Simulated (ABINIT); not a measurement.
Troubleshooting ABINIT: a failed run on LaPt3 (Pm-3m, 4 atoms in the cell). The aim is a self-consistent single point with DFT, PBEsol, plane waves, norm-conserving pseudopotentials (PseudoDojo nc-sr-04 PBEsol standard).

Input:

```
# LaPt3, PseudoDojo nc-sr-04 PBEsol standard
acell 3*1.0
rprim
         7.6996890948    0.0000000000    0.0000000000
         0.0000000000    7.6996890948    0.0000000000
         0.0000000000    0.0000000000    7.6996890948
natom 4
ntypat 2
znucl 78 57
typat 1 1 1 2
xcart
         0.0000000000    2.0372500000    2.0372500000
         2.0372500000    0.0000000000    2.0372500000
         2.0372500000    2.0372500000    0.0000000000
         0.0000000000    0.0000000000    0.0000000000
      Angstrom
ecut 55
occopt 6
tsmear 0.00999582
nband 42
kptopt 1
ngkpt 5 5 5
nshiftk 1
shiftk 0 0 0
nstep 80
tolvrs 1.0e-10
prtwf 0
prtden 0
prtvol 1
enunit 1
```

Output, abridged:

```
           HAVE_FC_CPUTIME              HAVE_FC_EXIT             HAVE_FC_FLUSH

             HAVE_FC_GAMMA            HAVE_FC_GETENV   HAVE_FC_IEEE_ARITHMETIC

   HAVE_FC_IEEE_EXCEPTIONS          HAVE_FC_INT_QUAD             HAVE_FC_IOMSG

     HAVE_FC_ISO_C_BINDING  HAVE_FC_ISO_FORTRAN_2008        HAVE_FC_LONG_LINES

        HAVE_FC_MOVE_ALLOC  HAVE_FC_ON_THE_FLY_SHAPE           HAVE_FC_PRIVATE

         HAVE_FC_PROTECTED           HAVE_FC_SHIFTLR         HAVE_FC_STREAM_IO

            HAVE_FC_SYSTEM                HAVE_FFTW3          HAVE_FORTRAN2003

                 HAVE_HDF5             HAVE_HDF5_MPI        HAVE_LIBPAW_ABINIT

      HAVE_LIBTETRA_ABINIT                HAVE_LIBXC                  HAVE_MPI

                 HAVE_MPI2         HAVE_MPI2_INPLACE       HAVE_MPI_IALLGATHER

       HAVE_MPI_IALLREDUCE        HAVE_MPI_IALLTOALL       HAVE_MPI_IALLTOALLV

           HAVE_MPI_IBCAST         HAVE_MPI_IGATHERV        HAVE_MPI_INTEGER16

               HAVE_MPI_IO HAVE_MPI_TYPE_CREATE_S...               HAVE_NETCDF

       HAVE_NETCDF_FORTRAN   HAVE_NETCDF_FORTRAN_MPI           HAVE_NETCDF_MPI

             HAVE_OS_LINUX         HAVE_TIMER_ABINIT
 ++++++++++++++++++++++++++++++++++++++++++++++++++++++++++++++++++++++++++++++

 Netcdf library supports MPI-IO
-instrng: 30 lines of input have been read from file run.abi

--- !ERROR
src_file: m_common.F90
src_line: 1843
mpi_rank: 0
message: |
    `pseudos` variable must be specified in input when the code is invoked with the `abinit t01.in` syntax
...

 abinit_abort: decision taken to exit. Check above messages for more info
Abort(13) on node 0 (rank 0 in comm 0): application called MPI_Abort(MPI_COMM_WORLD, 13) - process 0

--- !ERROR
src_file: m_common.F90
src_line: 1843
mpi_rank: 0
message: |
    `pseudos` variable must be specified in input when the code is invoked with the `abinit t01.in` syntax
...
```

Q: From the messages shown, name the fault and mend the input.

A: The fault is no pseudopotentials named. Every species needs a potential file. To fix it, name the files. The program stopped before any SCF iteration.

The sound input it was made from differs as follows (other fixes are possible):
```diff
+pp_dirpath "./"
+pseudos "Pt.upf, La.upf"
```

With that input, the run converged in 26 iterations: free energy E − TS -11616.41 eV; Fermi level (on the code's own zero) 15.13 eV; pressure 13.46 GPa (DFT, PBEsol, plane waves, norm-conserving pseudopotentials (PseudoDojo nc-sr-04 PBEsol standard)).

On the sound input: the starting cell comes from a database of published, mostly measured structures (it also holds non-ambient and calculated ones), without a prior relaxation at this level. Spin polarisation is off. With a pressure of about 13 GPa the cell is away from its equilibrium volume at this level.
